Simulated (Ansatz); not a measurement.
Hypothetical rock salt SnC: thickness series

Start from SnC in the rock salt structure (space group Fm-3m, No. 225; a = 4.745 Å; a hypothetical phase, not in the database extracts checked). Axes: x, y, z lie along the cube axes.

Free-standing slabs (2 atom(s) a layer) normal to the z axis with 15 Å of vacuum; in-plane cell held at bulk.

Level of theory: PBEsol (Ansatz, a program for electronic structure; PAW; 420 eV plane waves; no spin-orbit coupling).

Notes on the quantities. excess energy per area of both faces: slab less bulk energy over the cell's area: twice a surface energy; uncertain by up to 0.2 J/m²; layer's space group: with vacuum.

| case | thickness between the outermost nuclei | excess energy per area of both faces | layer's space group | shortest interatomic distance |
|---|---|---|---|---|
| base | – | – | – | 2.372 Å |
| 1 layer | – | – | P4/mmm (No. 123) | 2.372 Å |
| 2 layers | 2.34 Å | ? | P4/nmm (No. 129) | ? |
| 3 layers | 4.72 Å | 1.8 J/m² | P4/mmm (No. 123) | 2.317 Å |
| 4 layers | 7.06 Å | 1.6 J/m² | P4/nmm (No. 129) | 2.315 Å |
| 5 layers | 9.43 Å | 1.7 J/m² | P4/mmm (No. 123) | 2.319 Å |
| 6 layers | 11.78 Å | 1.7 J/m² | P4/nmm (No. 129) | 2.318 Å |
| 7 layers | 14.19 Å | 1.7 J/m² | P4/mmm (No. 123) | 2.321 Å |

Task: Complete the table.

Result: 
- 2 layers, excess energy per area of both faces: 1.88 J/m²
- 2 layers, shortest interatomic distance: 2.313 Å

The excess energy carries the mismatch between the slab's and the bulk's meshes. No phonon test of stability was made. All final runs are without spin polarisation.
